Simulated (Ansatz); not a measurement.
## Worked example: self-consistent single point of a (001) slab of VBrO (cut from a parent of space group no. 59; 6 atoms in the cell) in Ansatz

Method: PBEsol+U, default PAW files made with PBE (plane waves; Ansatz, a first-principles code).

Input as run:

Ansatz 0.2 input:
```yaml
# VBrO
crystal:
  lattice:
    - [3.438485, 0.000000, 0.000000]
    - [0.000000, 3.788191, 0.000000]
    - [0.000000, 0.000000, 19.517586]
  atoms:
    - { symbol: V, position: [0.500000, 0.500000, 0.453795], spin: 2.0 }
    - { symbol: V, position: [0.000000, 0.000000, 0.546205], spin: 2.0 }
    - { symbol: Br, position: [0.000000, 0.500000, 0.358651] }
    - { symbol: Br, position: [0.500000, 0.000000, 0.641349] }
    - { symbol: O, position: [0.500000, 0.000000, 0.483251] }
    - { symbol: O, position: [0.000000, 0.500000, 0.516749] }
basis:
  ecutwfc: 420.0
kpoints:
  mp_grid:
    grid: [5, 4, 1]
hamiltonian:
  xc: pbesol
  pseudopotentials:
    kind: paw
  hubbard:
    sites:
      - { species: V, l: d, u_eff: 3.25 }
magnetization:
  spin_polarized: true
scf:
  occupations:
    method: fermi_dirac
    width: 0.01
output:
  forces: true
  eigenvalues: true
  stress: true
```

The program printed (abridged):

```
WARN ansatz: RAYON_NUM_THREADS=1 ignored (pool sized by the plan → 1); use --threads N
V: projections on atomic orbitals take those of the free atom [Ne] 3s2 3p6 3d3 4s2, of charge +0.00 (hamiltonian.pseudopotentials.projection_atoms) …
Br: projections on atomic orbitals take those of the free atom [Ar 3d10] 4s2 4p5, of charge +0.00 (hamiltonian.pseudopotentials.projection_atoms) …
O: projections on atomic orbitals take those of the free atom [He] 2s2 2p4, of charge +0.00 (hamiltonian.pseudopotentials.projection_atoms) …
Pseudopotentials: kind: paw
Pseudopotential: V, paw, valence charge 13
Pseudopotential: Br, paw, valence charge 7
Pseudopotential: O, paw, valence charge 6
Crystal: 6 atoms, lattice volume = 254.229 Å³
Basis set: ecut = 420 eV, 5007 PW (Γ), exchange–correlation on 48×54×270 points (8 copies of the dense FFT grid, shifted against one another)
Bands: 34, of which v1, the nominal top of the filled ones, is band 26 counted from 1 (25 counted from 0)
Symmetry: 8 space group operations
Space group: Pmmn (ITA 59), of the structure as read, at distance tolerance 6.3e-5 Å
Magnetic group: BNS 59.405 (UNI 503), of the structure as read, at distance tolerance 6.3e-5 Å
k-points: 9 of 20
PAW frozen core: V, regenerated for the run's functional, and the local potential with it
PAW frozen core: Br, regenerated for the run's functional, and the local potential with it
PAW frozen core: O, regenerated for the run's functional, and the local potential with it
Initial density: superposition of atomic densities (neutral atoms: chi_scale 0, normalization atom)
Starting moments: Σ|m| = 4 μB on 2 of 6 sites
Initial wavefunctions: pseudopotential atomic-orbital guess
Eigensolver: davidson
Functional: x = pbesol(κ = 0.804, μ = 0.12345679012345678), c = pbesol(β = 0.046)
SCF iter   1: F=—  HF=-12366.784204 eV  |F-HF|=—  |Δ(HF+E_count)|=         —  Δρ=3.74e-2 (↑3.74e-2 ↓3.65e-2)  dr2=1.47e1  dr2_m=2.90e-1  M=4.000 μB ∫|m|=4.567 μB  β_m=1.00  ethr=3.10e-3  ⟨swp⟩=10.0  Hψ=3087  notcnv=0
all-band conjugate gradients solve this SCF's bands
preconditioner: auto → Resta (q_TF=auto, 2.094 Å⁻¹)
spin=Collinear: Resta preconditioning applied to the charge; magnetization (m = ρ↑ − ρ↓) channel mixes plain (no charge-response kernel on spin).
SCF iter   2: F=—  HF=-12364.457329 eV  |F-HF|=—  |Δ(HF+E_count)|=    2.33e0  Δρ=1.28e-2 (↑1.28e-2 ↓1.16e-2)  dr2=1.61e0  dr2_m=7.83e-2  M=4.000 μB ∫|m|=5.028 μB  β_m=1.00  ethr=3.10e-3  ⟨swp⟩=3.0  Hψ=1408  notcnv=0  defer=33
preconditioner: auto → none
   [... lines left out ...]
iter 19 did not close the SCF: its close was put off for a magnetic moment that had not settled (scf_convergence_deferred on its scf_iter line)
SCF iter  19: F=-12365.726738 eV  HF=-12365.726738 eV  |F-HF|=3.30e-8  |Δ(HF+E_count)|=   2.30e-6  Δρ=4.53e-6 (↑4.53e-6 ↓3.04e-6)  dr2=6.10e-9  dr2_m=3.06e-8  M=4.000 μB ∫|m|=4.276 μB  β_m=0.89  ethr=1.92e-10  ⟨swp⟩=12.1  Hψ=3190  notcnv=0
iter 20 met the thresholds in force, and the SCF goes on: an eigenvalue changes by 0.12 meV, over its tolerance of 0.06 meV (output.eigenvalues, Limitations)
SCF iter  20: F=-12365.726738 eV  HF=-12365.726738 eV  |F-HF|=1.08e-9  |Δ(HF+E_count)|=   6.26e-8  Δρ=1.17e-6 (↑1.17e-6 ↓7.47e-7)  dr2=3.64e-9  dr2_m=1.29e-9  M=4.000 μB ∫|m|=4.277 μB  β_m=0.88  ethr=1.17e-11  ⟨swp⟩=1.9  Hψ=1895  notcnv=0
SCF iter  21: F=-12365.726738 eV  HF=-12365.726738 eV  |F-HF|=6.29e-10  |Δ(HF+E_count)|=   1.86e-9  Δρ=4.18e-7 (↑4.18e-7 ↓2.89e-7)  dr2=8.78e-10  dr2_m=5.97e-11  M=4.000 μB ∫|m|=4.277 μB  ethr=7.00e-12  ⟨swp⟩=1.4  Hψ=1733  notcnv=0
SCF 1 converged in 21 iterations: F = -12365.726738 eV  dr2 = 8.78e-10
Crystal: 6 atoms, lattice volume = 254.229 Å³
Symmetry: 4 space group operations
k-points: 9 of 20 (time reversal used)
Initial density: read from a saved state, or passed on in memory by an earlier SCF of this step, an earlier step, the calling program or the single point that …
Starting moments: Σ|m| = 4 μB on 2 of 6 sites; this step starts from the density that it was given
Initial wavefunctions: those read from a saved state, or passed on in memory by an earlier step or the calling program
iter 1 solved again at ethr=1.68e-12 eV; its pass at ethr=1.92e-6 eV (dr2=8.72e-10 eV) is discarded
SCF iter   1: F=—  HF=-12365.726738 eV  |F-HF|=—  |Δ(HF+E_count)|=         —  Δρ=4.16e-7 (↑4.16e-7 ↓2.88e-7)  dr2=8.72e-10  dr2_m=5.95e-11  M=4.000 μB ∫|m|=4.277 μB  ethr=1.68e-12  ⟨swp⟩=1.0  Hψ=3331  notcnv=0
preconditioner: auto → Resta (q_TF=auto, 2.094 Å⁻¹)
spin=Collinear: Resta preconditioning applied to the charge; magnetization (m = ρ↑ − ρ↓) channel mixes plain (no charge-response kernel on spin).
SCF iter   2: F=—  HF=-12365.726741 eV  |F-HF|=—  |Δ(HF+E_count)|=   2.76e-6  Δρ=4.19e-5 (↑4.19e-5 ↓3.35e-5)  dr2=1.77e-5  dr2_m=9.91e-8  M=4.000 μB ∫|m|=4.277 μB  ethr=1.92e-6  ⟨swp⟩=1.0  Hψ=2119  notcnv=0
SCF iter   3: F=—  HF=-12365.726738 eV  |F-HF|=—  |Δ(HF+E_count)|=   2.81e-6  Δρ=7.87e-6 (↑7.87e-6 ↓5.92e-6)  dr2=7.02e-7  dr2_m=9.57e-9  M=4.000 μB ∫|m|=4.277 μB  ethr=3.70e-8  ⟨swp⟩=1.0  Hψ=1296  notcnv=0
SCF iter   4: F=-12365.726738 eV  HF=-12365.726738 eV  |F-HF|=3.55e-9  |Δ(HF+E_count)|=   4.41e-8  Δρ=1.11e-6 (↑1.11e-6 ↓8.89e-7)  dr2=6.19e-9  dr2_m=2.96e-10  M=4.000 μB ∫|m|=4.277 μB  ethr=1.92e-10  ⟨swp⟩=1.0  Hψ=1296  notcnv=0
   [... lines left out ...]
Crystal: 6 atoms, lattice volume = 254.229 Å³
preconditioner: auto → Resta (q_TF=auto, 2.094 Å⁻¹)
spin=Collinear: Resta preconditioning applied to the charge; magnetization (m = ρ↑ − ρ↓) channel mixes plain (no charge-response kernel on spin).
Absolute magnetization: 4.2756 μB (∫|ρ↑−ρ↓|, with the PAW one-centre terms)
Free energy (F): -12365.726738 eV
Fermi energy:    -0.229759 eV
   [... lines left out ...]
       -0.672072       0.000000       0.000000
        0.000000      -0.512963       0.000000
        0.000000       0.000000      -0.331617
  P = ⅓ Tr σ = -0.5056 GPa (-5.056 kbar)
  The stress holds the Pulay correction. Without it, at fixed plane waves, as pw.x and ABINIT print it: P = -0.6196 GPa
--- Band table (eV; the first three rows and the last of 18) ---
  k-point 0 ↑: bands = ["-65.7977", "-65.7776", "-39.8688", "-39.8631", "-39.7932", "-39.7916", "-39.5197", "-39.4643", "-19.6253", "-18.3411", "-15.2960", "-15.2445", "-6.8733", "-6.4132", "-5.7852", "-5.3401", "-3.7526", "-3.5729", "-3.3213", [...]
  k-point 1 ↑: bands = ["-65.7939", "-65.7796", "-39.8839", "-39.8818", "-39.7925", "-39.7873", "-39.5110", "-39.4718", "-19.3191", "-18.3727", "-15.2005", "-15.1606", "-6.9856", "-6.0336", "-5.8517", "-5.4232", "-4.8168", "-4.4305", "-3.4582", [...]
  k-point 2 ↑: bands = ["-65.7856", "-65.7856", "-39.8993", "-39.8993", "-39.7879", "-39.7879", "-39.4908", "-39.4908", "-18.7112", "-18.7112", "-15.0865", "-15.0865", "-6.2044", "-6.2044", "-5.6573", "-5.6573", "-5.6420", "-5.6420", "-3.8710", [...]
  k-point 8 ↓: bands = ["-63.8682", "-63.8682", "-38.2197", "-38.2197", "-38.0269", "-38.0269", "-37.3103", "-37.3103", "-18.5341", "-18.5341", "-14.7117", "-14.7117", "-6.7144", "-6.7144", "-4.5145", "-4.5145", "-4.4129", "-4.4129", "-4.1666", [...]
Occupation matrices written to occupation_matrices
```

The run converged in 29 iterations.

The starting cell comes from a database of computed structures (which also holds hypothetical and non-ambient phases and stackings), without a prior relaxation at this level. The slab is cut from that crystal, and its faces are unrelaxed. Its lattice was rescaled by up to half a per cent. The magnetic order is the one reached from the typed start; others were not searched systematically. With U or open f shells several self-consistent states can exist.

These are the values that this program gave, and no reference: magnets with a U can end in a higher state.

Cost on one core of a shared machine: roughly 90 s.
